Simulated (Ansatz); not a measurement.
System: antifluorite Be2C. Method: PBE0 (PAW; Ansatz, a first-principles code).

Run with plane-wave cutoff 520 eV, 10×10×10 k mesh, scalar-relativistic PAW data made under PBE.

Computed at the level's own relaxed cell.

Hill averages of the elastic tensor: K = 213.1 GPa, G = 248.8 GPa. Volume 6.652 Å³/atom, mean atomic mass 10.012 u.

Question: Work out the density, the sound velocities of a polycrystal and the elastic Debye temperature at this level.

Answer: ρ = 1.66054 × 10.012/6.652 = 2.499 g/cm³. v_l = √[(K + 4G/3)/ρ] = 14.766 km/s and v_t = √(G/ρ) = 9.978 km/s. The mean follows from 3/v_m³ = 1/v_l³ + 2/v_t³: v_m = 10.889 km/s. Θ_D = (ħ/k_B) v_m (6π²/V)^(1/3) = 76.38 K Å s/km × 10.889 × 2.0725 Å⁻¹ = 1724 K, counting all atoms of the cell.
